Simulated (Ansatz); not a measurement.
Consider SrTe in the rock salt structure (space group Fm-3m, No. 225; a = 6.6067 Å). Axes: x, y, z lie along the cube axes.

Method: PBEsol, PAW, 420 eV (Ansatz, a quantum-chemistry and plane-wave program; without spin-orbit coupling).

Base values:

- Valley order = X along ⟨100⟩ 1.57 eV; Γ 2.82 eV

Modification: biaxial strain −1.25 %, plane normal [111], relaxed out of plane (Cartesian); in-plane vectors clamped, the third vector and the atoms free.

### Question
Predict the new in-plane stress.

### Answer
The mean in-plane stress (compression positive) comes out as +0.7 GPa.

### Question
What happens to the out-of-plane strain?

### Answer
The out-of-plane strain amounts to +1.16 %.

### Question
What happens to the valley order?

### Answer
The valley order (the lowest conduction-band minima on the path, energy above the VBM, named in the base's zone) becomes X along [010] 1.49 eV; Γ 2.79 eV (base: X along ⟨100⟩ 1.57 eV; Γ 2.82 eV).

Spin-orbit coupling, missing from the scalar runs, can matter with Te. The levels and masses belong to the bands next to the band gap. Whether these cells are dynamically stable was not tested.
